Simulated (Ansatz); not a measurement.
Consider InAgTe2 in the chalcopyrite structure (space group I-42d, No. 122; a = 6.432 Å, c = 12.766 Å). Axes: x, y, z lie along a, b, c of the conventional cell.

The values are results of PBEsol, PAW, 420 eV (Ansatz, an electronic-structure program; spin-orbit coupling left out), not measurements.

Modification: uniaxial strain ε_xx = −3.00 %, all other strain components held at zero, atoms relaxed at fixed cell.

**Question.** How does this affect the stress?

**Answer.** The stress (xx, yy, zz, yz, xz, xy; compression positive) is (1.76, 1.28, 1.29, 0.00, 0.00, 0.00) GPa.

No phonon test of stability was made.
